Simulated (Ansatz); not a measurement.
Fluorite AuAl₂ was calculated with PBE-D3(BJ) (Ansatz, a program for electronic structure, PAW).

Settings: plane-wave cutoff 520 eV, 12×12×12 k mesh, Fermi–Dirac smearing 0.1 eV, perturbation theory, scalar-relativistic PAW data made under PBE.

Computed at the level's own relaxed cell.

```cif
data_Al8Au4
_chemical_formula_sum 'Al8 Au4'
_space_group_name_H-M_alt 'Fm-3m'
_space_group_IT_number 225
_space_group_name_Hall '-F 4 2 3'
_cell_length_a 5.99301
_cell_length_b 5.99301
_cell_length_c 5.99301
_cell_angle_alpha 90.000
_cell_angle_beta 90.000
_cell_angle_gamma 90.000
loop_
_atom_site_label
_atom_site_type_symbol
_atom_site_symmetry_multiplicity
_atom_site_Wyckoff_symbol
_atom_site_fract_x
_atom_site_fract_y
_atom_site_fract_z
_atom_site_occupancy
Al1 Al 8 c 0.25000 0.25000 0.25000 1
Au1 Au 4 a 0.00000 0.00000 0.00000 1
```
(The calculation used a cell of 3 atoms; values per cell refer to that cell.)

Harmonic phonon frequencies (cm⁻¹; i marks an imaginary mode):

| q point | frequencies |
|---|---|
| Γ | 0 0 0 234 234 234 267 267 267 |
| X | 88 88 125 213 219 219 300 308 308 |
| L | 58 58 122 256 256 270 270 278 290 |
| W | 88 105 105 213 220 273 273 306 329 |

No imaginary mode appears at these points.

Note: the dispersion coefficients are held fixed in the derivatives.
